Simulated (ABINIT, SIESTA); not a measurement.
An ABINIT input for a self-consistent single point of Rb₃Bi (Fm-3m, 4 atoms in the cell) (DFT, LDA (PW92), plane waves, norm-conserving pseudopotentials (PseudoDojo nc-sr-04 LDA standard)):

```
# Rb3Bi, PseudoDojo nc-sr-04 LDA standard
pp_dirpath "./"
pseudos "Rb.upf, Bi.upf"
acell 11.8159504812 11.8159504812 11.8159504812
rprim
         0.0000000000    0.7071067812    0.7071067812
         0.7071067812   -0.0000000000    0.7071067812
         0.7071067812    0.7071067812   -0.0000000000
natom 4
ntypat 2
znucl 37 83
typat 1 1 1 2
xcart
        12.5327080671   12.5327080671   12.5327080671
         4.1775693557    4.1775693557    4.1775693557
         8.3551387114    8.3551387114    8.3551387114
         0.0000000000    0.0000000000    0.0000000000
ecut 35
ixc 7
occopt 3
tsmear 0.1 eV
nband 28
kptopt 1
ngkpt 9 9 9
nshiftk 1
shiftk 0 0 0
nstep 100
tolvrs 1.0e-12
prtwf 0
prtden 0
```

Q: Give the SIESTA input for the same structure, mesh, smearing and functional.

A: This is the input that was run; spellings and numerical settings could be chosen otherwise.

```
# files in the folder: Rb.psml Bi.psml (PseudoDojo LDA standard)
SystemName  Rb3Bi
SystemLabel Rb3Bi

NumberOfAtoms                4
NumberOfSpecies              2
%block ChemicalSpeciesLabel
  1 37 Rb
  2 83 Bi
%endblock ChemicalSpeciesLabel
LatticeConstant              1.0 Bohr
%block LatticeVectors
     0.000000000    8.355138711    8.355138711
     8.355138711    0.000000000    8.355138711
     8.355138711    8.355138711    0.000000000
%endblock LatticeVectors
AtomicCoordinatesFormat      Ang
%block AtomicCoordinatesAndAtomicSpecies
     6.632023500    6.632023500    6.632023500  1
     2.210674500    2.210674500    2.210674500  1
     4.421349000    4.421349000    4.421349000  1
     0.000000000    0.000000000    0.000000000  2
%endblock AtomicCoordinatesAndAtomicSpecies

XC.functional                LDA
XC.authors                   PW92
PAO.BasisSize                DZP
PAO.EnergyShift              0.01 Ry
MeshCutoff                   400 Ry
%block kgrid.MonkhorstPack
    9   0   0  0.0
    0   9   0  0.0
    0   0   9  0.0
%endblock kgrid.MonkhorstPack
OccupationFunction           FD
ElectronicTemperature        100.0 meV

MaxSCFIterations             150
SCF.Mixer.Method             Pulay
SCF.Mixer.Weight             0.1
SCF.Mixer.History            6
SCF.DM.Tolerance             1.0E-05
Diag.ParallelOverK           true
WriteForces                  true
Charge.Mulliken              end
```

Basis, cutoffs, solver keys and any potentials are the target program's own. This input uses DFT, LDA PW92, numerical atomic orbitals DZP, PseudoDojo LDA standard norm-conserving potentials (rewritten from UPF to PSML). LDA parametrisations can differ slightly between programs. Both were run: pressure -0.65 GPa in ABINIT and 0.54 in SIESTA.

On SIESTA: the starting cell comes from a database of computed structures (which also holds hypothetical and non-ambient phases and stackings), without a prior relaxation at this level. Its lattice was rescaled by a random factor within 2.5 % of one. Values carry the incompleteness of an atom-centred basis.

On ABINIT: the starting cell comes from a database of computed structures (which also holds hypothetical and non-ambient phases and stackings), without a prior relaxation at this level. Its lattice was rescaled by a random factor within 2.5 % of one.
